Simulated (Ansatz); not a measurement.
An Ansatz (a program for electronic structure) input (DFT with r2SCAN, PAW potentials and a 500 eV plane-wave cutoff in Ansatz, no SOC, earlier PAW set):

Ansatz 0.2 input:
```yaml
crystal:
  lattice:
    - [3.8070349303, 0, 0]
    - [-1.9035174652, 3.1815943491, 0]
    - [0, 0, 6.2462370422]
  atoms:
    - { symbol: Zn, position: [0.6666666667, 0.3333333333, 0.9997490924] }
    - { symbol: Zn, position: [0.3333333333, 0.6666666667, 0.4997490924] }
    - { symbol: S, position: [0.6666666667, 0.3333333333, 0.6254509076] }
    - { symbol: S, position: [0.3333333333, 0.6666666667, 0.1254509076] }
basis: { ecutwfc: 500, ecutrho_ratio: 4, xc_grid: 4, fft_grid_basis: typed }
kpoints: { mp_grid: { grid: [10, 10, 6] } }
hamiltonian:
  xc: r2scan
  dispersion: none
  pseudopotentials: { azcp: { folder: ./paw }, kind: paw }
scf: { occupations: { method: fermi_dirac, width: 0.05 }, convergence: { dr2_threshold: 0.0000000004 } }
relax: { f_tol: 0.005, max_steps: 50 }
output: { forces: true, stress: true }
checkpoint: { write: state.ck, write_every: 1000 }
```

**Question.** Which symmetry and how many k-points will the program report, and about how many plane waves at Γ?

**Answer.** Space group Cmc21 (ITA 36) with 4 operations, k-points 124 of 600, and 1915 plane waves at Γ.

**Question.** And the final pressure?

**Answer.** 2.90 GPa (compression positive).

The cells carry an imposed strain or load. Stability against distortions was not tested. The cell was made from ZnS in the wurtzite structure (space group P6_3mc, No. 186) by this change: uniaxial strain ε_yy = −3.50 %.
